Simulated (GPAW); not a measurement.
**Equation of state of wurtzite ZnS (space group 186): energy against volume (GPAW, LDA)**

```yaml
crystal:
  lattice:
    - [3.67143, 0.00000, 0.00000]
    - [-1.83571, 3.17955, 0.00000]
    - [0.00000, 0.00000, 6.01653]
  atoms:
    - { symbol: Zn, position: [0.33333, 0.66667, 0.00000] }
    - { symbol: Zn, position: [0.66667, 0.33333, 0.50000] }
    - { symbol: S, position: [0.33333, 0.66667, 0.37500] }
    - { symbol: S, position: [0.66667, 0.33333, 0.87500] }
```

Computed with LDA (Perdew-Wang 92), GPAW PAW datasets LDA (gpaw-data 1.0.1) (plane waves; GPAW 25.7.0). Settings: mode = pw; ecut = 780 eV; xc = LDA; kpts = 10 10 6; mesh shift (steps) = 0 0 0; occupations.name = fermi-dirac; occupations.width = 0.01 eV; nbands = -6; convergence.density = 1e-05 e/electron; convergence.bands = -4; symmetry.symmorphic = false; symmetry.tolerance = 0.0005; maxiter = 120. The cell above is the first row's. The rows scale it uniformly. In all rows fractional positions and the k mesh are held. E is the free energy at the stated smearing, counted from the lowest row.

| V (Å^3/atom) | E (meV/atom) |
|---|---|
| 17.558 | 13.96 |
| 17.940 | 4.46 |
| 18.322 | 0.00 |
| 18.704 | 0.03 |
| 19.085 | 4.09 |
| 19.467 | 11.74 |
| 19.849 | 22.60 |
| 20.230 | 36.33 |
| 20.612 | ? |

**Question.** Fit E against V with the third-order Birch-Murnaghan form, a cubic in V^(-2/3), and predict the withheld value at V = 20.612.

**Answer.** With u = V^(-2/3) - 0.141, the rows have u = 0.007030, 0.004921, 0.002886, 0.000920, -0.000975, -0.002813, -0.004592, -0.006310. Least squares gives E = 1.511 - 2105.80·u + 545750·u² + 807095·u³. Residuals (row less fit): 0.001, -0.001, 0.001, -0.006, 0.008, 0.005, -0.011, 0.005; standard error 0.008 (degrees of freedom: 4). Its minimum lies at u = 0.001921, so V0 = (0.142921)^(-3/2) = 18.51. There d²E/du² = 1101000 and d³E/du³ = 4843000, so B0 = (4/9) × 18.51^(-7/3) × 1101000 × 0.160218 = 86.5 GPa (the last factor turns the table's units into GPa), and B0' = 4 + (2/3) × 0.142921 × (4843000)/1101000 = 4.4. The program's pressures in the fitted runs (not shown) pass through zero at V = 18.50, 0.04 % from this V0. At the withheld row, u = -0.007979, so E = 1.511 - 2105.80 × (-0.007979) + 545750 × (-0.007979)² + 807095 × (-0.007979)³ = 52.648 meV/atom. The calculation gives 52.62 meV/atom, 0.028 meV/atom below the prediction (0.1 % of the range of E in the table). The row lies outside the fitted rows, so this is an extrapolation. From the scatter of the fitted rows alone, a prediction at this place has a standard error of 0.019 meV/atom, so the miss is 1.4 times that.

Carrying the step between the two nearest rows on in a straight line would have given 50.10, off by 2.52; series whose last step already gives the withheld value aren't shown. The scan was laid around a cell of about the measured size, scaled by a guess for this functional; axis ratios and inner coordinates come from that cell. This is the high-temperature polymorph. The runs keep the symmetry of the cell, so they don't test it for distortions. The shape of the cell and the inner coordinates aren't relaxed, so V0 and B0 belong to this uniform scaling; a relaxed crystal lies no higher in energy and is usually softer (forces reach 0.04 eV/Å in these rows). Cutoffs and mesh are single choices, not tested for convergence of this quantity. Series with a scatter that would blur these digits, or in which a gap closes, are not shown. Nor are scans whose minimum lies at an end fitted in this form.
